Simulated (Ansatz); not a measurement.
Base system: NaI in the CsCl type structure (space group Pm-3m, No. 221; a hypothetical phase, not in the database extracts checked).

```xyz
2
Lattice="4.0398 0.0000 0.0000 0.0000 4.0398 0.0000 0.0000 0.0000 4.0398" Properties=species:S:1:pos:R:3 pbc="T T T"
Na     0.0000     0.0000     0.0000
I      2.0199     2.0199     2.0199
```

All numbers come from Ansatz (a quantum-chemistry and plane-wave program), r2SCAN, PAW, cutoff 500 eV, no SOC.

Before the change:

```
Property               Result
-------------------  --------
Smallest direct gap   3.36 eV
Pressure             0.0 kbar
```

It is then changed as follows: the cell is scaled by 1.0129 in all directions; the atoms relax in the strained cell.

Q: How does this affect the valley order, smallest direct gap and pressure?

A: The valley order (the lowest conduction-band minima on the path, energy above the VBM, named in the base's zone) amounts to Γ 2.99 eV; M along ⟨110⟩ 3.43 eV; the smallest direct gap goes up by 0.07 eV to 3.43 eV; the pressure goes from zero to -6.3 kbar.

With I present, leaving out spin-orbit coupling can change the band edges. No phonon test of stability was made.
